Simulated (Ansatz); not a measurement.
An Ansatz (a first-principles code) input (PBE (Ansatz; PAW; 420 eV plane waves; no spin-orbit coupling), earlier PAW set):

Ansatz 0.2 input:
```yaml
crystal:
  lattice:
    - [1.8522909383, -7.3976337163, 0]
    - [1.8522909383, 7.3976337163, 0]
    - [0, 0, 3.6790003179]
  atoms:
    - { symbol: Si, position: [0.9468617664, 0.0531382336, 0.75] }
    - { symbol: Si, position: [0.0531382336, 0.9468617664, 0.25] }
    - { symbol: Si, position: [0.2497851146, 0.7502148854, 0.75] }
    - { symbol: Si, position: [0.7502148854, 0.2497851146, 0.25] }
    - { symbol: Zr, position: [0.6053852866, 0.3946147134, 0.75] }
    - { symbol: Zr, position: [0.3946147134, 0.6053852866, 0.25] }
basis: { ecutwfc: 420, ecutrho_ratio: 4, xc_grid: 2, fft_grid_basis: typed }
kpoints: { mp_grid: { grid: [13, 13, 13] } }
hamiltonian:
  xc: pbe
  dispersion: none
  pseudopotentials: { azcp: { folder: ./paw }, kind: paw }
scf: { occupations: { method: fermi_dirac, width: 0.05 }, convergence: { dr2_threshold: 0.0000000006 } }
output: { forces: true, stress: true }
checkpoint: { write: state.ck, write_every: 1000 }
```

Question: Which symmetry and how many k-points will the program report, and about how many plane waves at Γ?

Answer: Space group Cmcm (ITA 63) with 8 operations, k-points 343 of 2197, and 1979 plane waves at Γ.

Whether these cells are dynamically stable was not tested. All final runs are without spin polarisation. The cell is ZrSi$_{2}$ (space group Cmcm, No. 63).
